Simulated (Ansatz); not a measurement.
Start from TiO2 in the rutile structure (space group P4_2/mnm, No. 136).

```xyz
6
Lattice="4.6434 0.0000 0.0000 0.0000 4.6434 0.0000 0.0000 0.0000 2.9638" Properties=species:S:1:pos:R:3 pbc="T T T"
Ti     0.0000     0.0000     0.0000
Ti     2.3217     2.3217     1.4819
O      1.4168     1.4168     0.0000
O      3.7386     0.9049     1.4819
O      0.9049     3.7386     1.4819
O      3.2266     3.2266     0.0000
```

Cartesian axes are those of the cell as printed.

Calculations: PBE (Ansatz, a program for electronic structure, PAW, spin-orbit coupling left out).

Strains are applied to the cell and any free atomic positions relax.

One change was made to it. Results:

The pressure (mean of the normal stresses, compression positive) goes from zero to -1.51 GPa; the energy increases by 0.5 meV/atom.

Problem. Which change produced these results?
(A) uniaxial strain ε_zz = +0.60 %
(B) uniaxial strain ε_zz = +2.40 %
(C) uniaxial strain ε_zz = +1.20 %

Solution. A, uniaxial strain ε_zz = +0.60 %. For comparison, the energy relative to the base in the other runs: uniaxial strain ε_zz = +2.40 % gives +8.6 meV/atom; uniaxial strain ε_zz = +1.20 % gives +2.2 meV/atom.

Stability against distortions was not tested. All final runs are without spin polarisation.
